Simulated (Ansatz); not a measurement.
# H2O on the 1x1 (110) surface of bcc Ta, one in a 2x2 cell, started at the site 'bridge Ta-Ta (span 2.9 Å)'

All values below come from PBE (plane waves to 420 eV, PAW; Ansatz, a quantum-chemistry and plane-wave program).

Slab: 19 atoms, 6.8 Å thick at the start under the adsorbate (thin: gaps and levels are the slab's own); k 5x5x1, smearing 0.1 eV, dipole-corrected; 8 atoms held, the rest relaxed; no symmetry held; no spin, no spin-orbit, no U, no dispersion correction. At the end it is bonded to Ta. In PBE it is, or lies within 0.03 eV of, the lowest of the starts that converged.

```
Item                                                                                                                                              Value
--------------------------------------------------------------------------------------  ---------------------------------------------------------------
adsorption energy against H2O(g)                                                                                                               -0.51 eV
work function of the top face                                                                                                                   3.68 eV
change of the work function                                                                                                                    -1.09 eV
change of the step from the bottom to the top vacuum level, against the clean slab                                                             -1.07 eV
energy released by relaxation                                                                                                                   0.40 eV
height of the binding atom over the mean of the host atoms within 0.3 Å of the top one                                                          2.466 Å
nearest host atoms of the binding atom                                                                         Ta at 2.33 Å, Ta at 3.66 Å, Ta at 3.82 Å
largest move of a host atom                                                                                                                      0.18 Å
note                                                                                    in the relaxation the adsorbate left its starting site by 1.2 Å
cost                                                                                                                            roughly 30 core-minutes
```

A negative adsorption energy means that the adsorbate is more stable on the surface than in its reference.
